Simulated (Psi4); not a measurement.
Psi4 1.11, PBE0/def2-svp: Nb(NMe)(F)2(NH2) (C[N]=[Nb]([NH2])([F])[F]), 11 atoms. The geometry is a generated start, not checked to be a minimum at this level.

```json
{
 "task": "energy",
 "method": "pbe0",
 "basis": "def2-svp",
 "memory": "3 GB",
 "maxiter": "100",
 "keys_of_the_molecule_block": "symmetry c1",
 "scf_type": "df (default)",
 "e_convergence": "1e-06 (default)",
 "d_convergence": "1e-06 (default)",
 "dft_radial_points": "75 (default)",
 "dft_spherical_points": "302 (default)",
 "effective_core_potentials": "those of the basis set, past Kr",
 "basis_functions": "126",
 "grid_points": "237985"
}
```

```xyz
11

Nb     0.0994     1.0410     0.7001
N      0.2244    -0.0451    -0.6895
C      0.3854    -0.8052    -1.8658
H      1.4449    -1.0396    -2.0263
H     -0.1746    -1.7435    -1.7875
H      0.0056    -0.2447    -2.7298
F      1.8267     1.4917     1.2595
F     -1.0587     2.4421     0.2517
N     -0.7474    -0.1618     1.9981
H     -1.0427    -1.1377     1.9584
H     -0.9630     0.2027     2.9311
```

Charge 0 and multiplicity 1 are set for this test and not shown to be the ground state.

With the defaults (diis = true, scf_initial_accelerator = adiis, damping_percentage = 0, diis_start = 1, soscf = false, soscf_start_convergence = 0.01, level_shift = 0, level_shift_cutoff = 0.01, guess = auto, which took SAD, diis_max_vecs = 10) it converges in 11 SCF iterations. One run each on 2 threads, with these changes:
- diis = false, scf_initial_accelerator = none, damping_percentage = 60
- diis_max_vecs = 3
- guess = gwh
- guess = sap
- level_shift = 0.5, level_shift_cutoff = 0.001
- level_shift = 0.1, level_shift_cutoff = 0.001
- soscf = true, soscf_start_convergence = 0.001
- diis_start = 4
- soscf = true

### Question
Name the settings that don't reach the solution of the defaults.

### Answer
No convergence: diis = false, scf_initial_accelerator = none, damping_percentage = 60 (the run ends without SCF convergence in 100 iterations). The rest reach the solution of the defaults.

```json
[
 {"setting": "soscf = true", "SCF iterations": "8", "JK calls": "29", "end": "same solution"},
 {"setting": "soscf = true, soscf_start_convergence = 0.001", "SCF iterations": "8", "JK calls": "19", "end": "same solution"},
 {"setting": "the defaults", "SCF iterations": "11", "JK calls": "12", "end": "same solution"},
 {"setting": "level_shift = 0.1, level_shift_cutoff = 0.001", "SCF iterations": "11", "JK calls": "12", "end": "same solution"},
 {"setting": "level_shift = 0.5, level_shift_cutoff = 0.001", "SCF iterations": "11", "JK calls": "12", "end": "same solution"},
 {"setting": "guess = gwh", "SCF iterations": "14", "JK calls": "14", "end": "same solution"},
 {"setting": "guess = sap", "SCF iterations": "16", "JK calls": "16", "end": "same solution"},
 {"setting": "diis_start = 4", "SCF iterations": "19", "JK calls": "20", "end": "same solution"},
 {"setting": "diis_max_vecs = 3", "SCF iterations": "32", "JK calls": "33", "end": "same solution"},
 {"setting": "diis = false, scf_initial_accelerator = none, damping_percentage = 60", "SCF iterations": "100", "JK calls": "101", "end": "no convergence"}
]
```

An SOSCF iteration holds several JK calls; a Hückel guess adds calls on atoms. 1 further run of the study ended by our limits or in an error and is left out.
